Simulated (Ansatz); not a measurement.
Structure of amorphous Hf$_{17}$O$_{36}$La (periodic cell):

```
CELL_PARAMETERS angstrom
      8.80408    -0.24145    -0.04343
     -0.24145     8.78376     0.04104
     -0.04343     0.04104     9.03739
ATOMIC_POSITIONS crystal
  Hf 0.65116 0.48071 0.66181
  Hf 0.76333 0.06691 0.43160
  Hf 0.47524 0.10933 0.71173
  Hf 0.12734 0.08156 0.41457
  Hf 0.20603 0.30257 0.03148
  Hf 0.78625 0.20241 0.88145
  Hf 0.31608 0.77684 0.56928
  Hf 0.39263 0.98578 0.06306
  Hf 0.84394 0.41297 0.26841
  Hf 0.07609 0.02982 0.77254
  Hf 0.93463 0.72177 0.49157
  Hf 0.67379 0.82032 0.85264
  Hf 0.58751 0.75518 0.25428
  Hf 0.55370 0.44123 0.02479
  Hf 0.19922 0.64615 0.21508
  Hf 0.44004 0.20333 0.34267
  Hf 0.26034 0.40852 0.60409
  O  0.34913 0.50690 0.10802
  O  0.22996 0.41117 0.83381
  O  0.39096 0.70158 0.35271
  O  0.29364 0.08323 0.87698
  O  0.12126 0.58371 0.57904
  O  0.43823 0.24093 0.10346
  O  0.85970 0.97441 0.83781
  O  0.15795 0.82589 0.73166
  O  0.84516 0.75152 0.99775
  O  0.76688 0.83854 0.37402
  O  0.05847 0.45664 0.09861
  O  0.98359 0.60761 0.30170
  O  0.84781 0.39212 0.76000
  O  0.47266 0.30355 0.56728
  O  0.95316 0.97926 0.54934
  O  0.22018 0.80851 0.07085
  O  0.60627 0.59098 0.86174
  O  0.94019 0.19653 0.33791
  O  0.49242 0.87075 0.69649
  O  0.14525 0.19192 0.62674
  O  0.43035 0.58185 0.61704
  O  0.24523 0.31960 0.38569
  O  0.66607 0.55146 0.19688
  O  0.75812 0.32309 0.06564
  O  0.78044 0.51526 0.47268
  O  0.35562 0.03216 0.50349
  O  0.56979 0.30919 0.82628
  O  0.52933 0.79782 0.04778
  O  0.23457 0.08777 0.20883
  O  0.69451 0.11490 0.63292
  O  0.01956 0.18674 0.93883
  O  0.66391 0.26071 0.34981
  O  0.14121 0.83534 0.40372
  O  0.59138 0.04046 0.91532
  O  0.53939 0.99551 0.26926
  O  0.80518 0.69997 0.68648
  La 0.01397 0.59485 0.85379
```

Methods: PBE, scalar-relativistic without spin-orbit coupling (Ansatz, a program for electronic structure); r2SCAN, scalar-relativistic without spin-orbit coupling (Ansatz); HSE06, scalar-relativistic without spin-orbit coupling (Ansatz). Neutral PBE cell, which sets geometry, pressure and energy: sampling: a 2×2×2 Γ-centred mesh; Fermi-Dirac width 0.02 eV; collinear spin, started from a total moment of 1 μB. The usual formal charges leave 1 holes over, so the level spacing at the Fermi energy parts defect or band states and needn't be the band gap. In the spin-polarised cell the level spacing at the Fermi energy can part levels of unlike spin. Exact exchange is cut at the faces of this 9 Å cell, which leaves hybrid gaps a finite-size error.

Preparation: random packing, a CHGNet melt and quench, and a DFT relaxation. O atoms were pushed apart under 1.9 Å during the dynamics, to hinder bonds among them. The hot cell started wider than the set density and was brought back towards it in steps. It is the lowest in DFT energy of 2 quenches. It is a model cell: composition and starting density were chosen by hand, and all elements were melted together. No dispersion term was used. Its density started from a set value of 8.79 and ended at 8.92 g/cm³. The quench (nominally 380 K/ps over its main leg) was far faster than any real one, so the model tends to hold more defects than a real film. One small periodic cell is one sample of the glass; other quenches scatter about these values. Volume and shape were free in the relaxation.

Q: Give the pressure, the energy against reference phases and the spacing of the highest filled and lowest empty levels.

A: 
```yaml
Pressure on a 2×2×2 Γ-centred mesh: 0.03 GPa
Largest force and stress component on that mesh (the relaxation ran on the zone centre alone): 0.11 eV/Å and 0.1 GPa
Energy relative to monoclinic HfO2 + hexagonal La2O3 + O2 gas (lowest mix at this level among the phases computed, not always the ambient ones): 0.173 eV/atom
Level spacing at the Fermi energy on a 2×2×2 Γ-centred mesh (PBE): 0.73 eV
Level spacing at the Fermi energy at the zone centre (PBE): 0.82 eV
Level spacing at the Fermi energy at the zone centre (r2SCAN): 1.52 eV
Level spacing at the Fermi energy at the zone centre (HSE06): 2.86 eV
Distance between the nearest levels spread over more than a fifth of the atoms or a third of the atoms of their main element (six at least) (PBE, zone centre): 3.94 eV
net_moment: 1.00 μB
```

Q: At PBE and the zone centre, how localised are the states just below and above the Fermi level (participation number: the atoms over which a state spreads)?

A: The highest filled state is spread over 18.1 atoms' worth, largest on O49, with weights by element (charge in smoothed Voronoi cells) O 0.96, Hf 0.04, La 0.00. The lowest empty state is spread over 2.2 atoms' worth, largest on O26, with weights by element (charge in smoothed Voronoi cells) O 0.95, Hf 0.03, La 0.02.

At PBE the levels at the empty edge of the gap are localised (band-tail or defect states), and the nearest spread-out levels lie 3.9 eV apart at the zone centre.

Bonds are counted up to Hf-Hf 3.34 Å, Hf-O 2.68 Å, Hf-La 3.65 Å, O-O 1.58 Å, O-La 3.00 Å, La-La 3.96 Å. Two cations that share two anions don't count as bonded, nor two that share one unless they lie closer than Hf-Hf 3.25 Å, Hf-La 3.55 Å, La-La 3.85 Å.

Added carriers, by PBE, scalar-relativistic without spin-orbit coupling (Ansatz) on the zone centre alone. Charged cells keep the cell fixed and stand in a uniform background, with no image correction, at a width of 0.01 eV; where the count is odd the moment is locked at 1 μB, unless the neutral cell bore moments. Each starts from the undistorted neutral geometry alone. PBE's self-interaction favours spread-out carriers, so it can miss traps that a hybrid finds.

Q: What happens at PBE when the cell takes an extra electron and the atoms relax?

A: Relaxation lowers the charged cell by 0.90 eV. The largest moves are O26 0.19 Å, Hf12 0.19 Å, O24 0.18 Å, O47 0.12 Å. No bond crosses its cut-off with a change of over 0.15 Å (metal-metal contacts aside). Made neutral again at that geometry, the cell lies +0.33 eV from the neutral start.

Q: What happens at PBE when the cell takes a hole and the atoms relax?

A: Relaxation lowers the charged cell by 0.10 eV. The largest moves are O24 0.16 Å, O26 0.09 Å, O34 0.05 Å, O47 0.05 Å. No bond crosses its cut-off with a change of over 0.15 Å (metal-metal contacts aside). Made neutral again at that geometry, the cell lies +0.10 eV from the neutral start.

A PBE run started with 1 μB on atoms that lack a bond or may hold spare charge kept moments, at no lower energy.
